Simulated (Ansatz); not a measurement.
# Point defect C vacancy + 4 H in diamond

Computed with PBE, PAW (plane waves to 420 eV; Ansatz, a first-principles code). Details: 216-site cell; 2×2×2 shifted k-points; start: the C site; 4 H on the vacancy's neighbours; not converged in cell size; relaxed from one start, so a lower configuration may exist.

Neighbours after relaxation, in Å: of the emptied site: H 0.76, H 0.76, H 0.77, H 0.77; of the H atom: C 1.02, H 1.24, H 1.24, H 1.25; of the H atom: C 1.02, H 1.24, H 1.25, H 1.25.

Formation energies E_f are those of the neutral cell. Chemical conditions: impurity bounded by its compound with the host (Δμ(C) = 0.14 eV, Δμ(H) = -0.35 eV, bounded by CH4 molecule; only phases computed here count, gases as isolated molecules at 0 K). Reference phases: C: graphite, H: H2 molecule in a box.

The name describes the start; the neighbours show where the atoms ended.

| charge | moment (μB) | point group | largest move off a lattice site (Å) | E_f, impurity bounded by its compound with the host (eV) |
|---|---|---|---|---|
| 0 | not spin-polarised | near S4 | 0.22 | 6.27 |

Point groups are those of the whole cell at tolerances of 0.03 and 0.1 Å ("near" where only the looser one holds); none is given for unsettled states.
